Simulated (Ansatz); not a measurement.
Base system: WC (space group P-6m2, No. 187; a = 2.884 Å, c = 2.812 Å; relaxed with 0.1 eV smearing). Axes: x lies along a and z along c of the hexagonal cell.

Structures relaxed with DFT with LDA, PAW potentials and a 420 eV plane-wave cutoff in Ansatz (a quantum-chemistry and plane-wave program), spin-orbit coupling left out.

Base:

Simulated powder pattern, Cu Kα1, λ = 1.54056 Å (kinematic, ideal powder, no thermal factors, no anomalous dispersion; the 10 strongest lines at most, above 2 %, up to 2θ = 90°):

| 2θ (°) | I/Imax (%) | hkl |
|---|---|---|
| 31.80 | 43 | (001) |
| 35.92 | 100 | (100) |
| 48.72 | 96 | (101) |
| 64.57 | 22 | (110) |
| 66.45 | 6.7 | (002) |
| 73.78 | 25 | (111) |
| 76.16 | 12 | (200) |
| 77.92 | 23 | (102) |
| 84.89 | 20 | (201) |

The change: uniaxial strain ε_xx = −2.50 %, all other strain components held at zero; the atoms relax in the strained cell.

After the change:

Simulated powder pattern, Cu Kα1, λ = 1.54056 Å (kinematic, ideal powder, no thermal factors, no anomalous dispersion; the 10 strongest lines at most, above 2 %, up to 2θ = 90°):

```
2θ (°)  d (Å)  I/Imax (%)       hkl
------  -----  ----------  --------
31.80   2.812          67     (001)
35.92   2.498          52     (010)
36.64   2.451         100     (100)
48.72   1.867          51     (011)
49.29   1.847          98     (101)
65.04   1.433          22     (110)
74.22   1.277          26     (111)
75.54   1.258          13  (2 -1 1)
78.35   1.219          24     (102)
86.59   1.123          21     (201)
```

The indices refer to the base's conventional cell; one index is shown for lines that coincide. The space group is now Amm2 (No. 38).

Stability against distortions was not tested. The final runs are not spin-polarised.
